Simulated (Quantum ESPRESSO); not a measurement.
# Equation of state of rock-salt CaSe (space group 225): energy against volume (Quantum ESPRESSO, PBE)

```yaml
crystal:
  lattice:
    - [0.00000, 2.90737, 2.90737]
    - [2.90737, 0.00000, 2.90737]
    - [2.90737, 2.90737, 0.00000]
  atoms:
    - { symbol: Ca, position: [0.00000, 0.00000, 0.00000] }
    - { symbol: Se, position: [0.50000, 0.50000, 0.50000] }
```

Level of theory: PBE, GBRV 1.5 ultrasoft (PBE) pseudopotentials (plane waves; Quantum ESPRESSO). Settings: ecutwfc = 52 Ry; ecutrho = 260 Ry; occupations = smearing; smearing = fermi-dirac; degauss = 0.000734986 Ry; potentials = {Ca: ca_pbe_v1.uspp.F.UPF, Se: se_pbe_v1.uspp.F.UPF}; K_POINTS = automatic 10 10 10 0 0 0; conv_thr = 1e-10 Ry. The cell above is the first row's. The rows scale it uniformly. In all rows fractional positions and the k mesh are held. E is the free energy at the stated smearing, counted from the lowest row.

| V (Å^3/atom) | E (meV/atom) |
|---|---|
| 24.575 | ? |
| 25.110 | 10.54 |
| 25.644 | 3.39 |
| 26.178 | 0.00 |
| 26.712 | 0.01 |
| 27.247 | 3.08 |
| 27.781 | 8.92 |
| 28.315 | 17.25 |
| 28.849 | 27.83 |

Fit E of the 8 rows that show it with the third-order Birch-Murnaghan form, a cubic in V^(-2/3). With u = V^(-2/3) - 0.111, the rows have u = 0.005619, 0.003994, 0.002425, 0.000908, -0.000561, -0.001981, -0.003356, -0.004689. Least squares gives E = 1.553 - 2335.8·u + 698550·u² + 321823·u³. Residuals (row less fit): -0.001, 0.002, -0.001, 0.002, -0.003, 0.001, 0.003, -0.001; standard error 0.003 (degrees of freedom: 4). Its minimum lies at u = 0.001670, so V0 = (0.112670)^(-3/2) = 26.44. There d²E/du² = 1400000 and d³E/du³ = 1931000, so B0 = (4/9) × 26.44^(-7/3) × 1400000 × 0.160218 = 47.9 GPa (the last factor turns the table's units into GPa), and B0' = 4 + (2/3) × 0.112670 × (1931000)/1400000 = 4.1. The program's pressures in the fitted runs (not shown) pass through zero at V = 26.44, 0.02 % from this V0.

**Question.** What does the fit predict for E at V = 24.575, and how far is the calculated value from it?

**Answer.** u = 0.007305, so E = 1.553 - 2335.8 × 0.007305 + 698550 × 0.007305² + 321823 × 0.007305³ = 21.892 meV/atom. The calculation gives 21.88 meV/atom, 0.012 meV/atom below the prediction (under 0.05 % of the range of E in the table). The row lies outside the fitted rows, so this is an extrapolation. From the scatter of the fitted rows alone, a prediction at this place has a standard error of 0.008 meV/atom, so the miss is 1.5 times that.

Carrying the step between the two nearest rows on in a straight line would have given 17.70, off by 4.18; series whose last step already gives the withheld value aren't shown. The scan was laid around a cell of about the measured size, scaled by a guess for this functional. The runs keep the symmetry of the cell, so they don't test it for distortions. Cutoffs and mesh are single choices, not tested for convergence of this quantity. Series with a scatter that would blur these digits, or in which a gap closes, are not shown. Nor are scans whose minimum lies at an end fitted in this form.
